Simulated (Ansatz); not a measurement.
The reference is NaCl in the rock salt structure (space group Fm-3m, No. 225).

```yaml
crystal:
  lattice:
    - [0.00000, 2.80073, 2.80073]
    - [2.80073, 0.00000, 2.80073]
    - [2.80073, 2.80073, 0.00000]
  atoms:
    - { symbol: Na, position: [0.00000, 0.00000, 0.00000] }
    - { symbol: Cl, position: [0.50000, 0.50000, 0.50000] }
```

Cartesian axes are those of the cell as printed.

All numbers come from PBEsol, PAW, 420 eV (Ansatz, a first-principles code; without spin-orbit coupling).

Before the change:

* **Gap character**: direct at Γ

The change: tensor shear ε_xy = +1.43 % (engineering shear γ = 0.0286), atoms relaxed at fixed cell.

Question: What does the calculation give for the gap character and stress after the change?

Answer: The gap character is still direct at Γ; the stress (xx, yy, zz, yz, xz, xy; compression positive) is (0.02, 0.02, 0.00, 0.00, 0.00, -0.35) GPa.

The cells carry an imposed strain or load. Whether these cells are dynamically stable was not tested. k-point labels follow each cell's own Brillouin zone.
